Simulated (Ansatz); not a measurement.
The cell is made up: elements placed on another compound's structure type, so the phase may be hypothetical.

Tunnelling through a barrier is set by its complex band structure: the current falls as exp(−2κd) with the smallest κ.

```
CELL_PARAMETERS angstrom
      6.63584     0.00000     0.00000
      0.00000     6.63584     0.00000
      0.00000     0.00000     6.63584
ATOMIC_POSITIONS crystal
  Zn 0.75000 0.00000 0.50000
  Zn 0.50000 0.75000 0.00000
  Zn 0.50000 0.25000 0.00000
  Zn 0.25000 0.00000 0.50000
  Zn 0.00000 0.50000 0.75000
  Zn 0.00000 0.50000 0.25000
  S  0.75000 0.50000 0.00000
  S  0.00000 0.75000 0.50000
  S  0.00000 0.25000 0.50000
  S  0.25000 0.50000 0.00000
  S  0.50000 0.00000 0.75000
  S  0.50000 0.00000 0.25000
```

Space group of this cell: Pm-3n. The cell was relaxed by PBE-D3(BJ).

Transport runs along the normal of the first two printed cell vectors.

The gap is the functional's own. No spin-orbit coupling. Mid-gap values are interpolated on the energy grid.

Task: Give the band gap and the smallest decay constant κ at mid-gap that r2SCAN (Ansatz, a program for electronic structure) yields.

Result: Gap 2.57 eV on a 6×6×6 mesh; κ = 0.173 1/Å, at the zone centre.
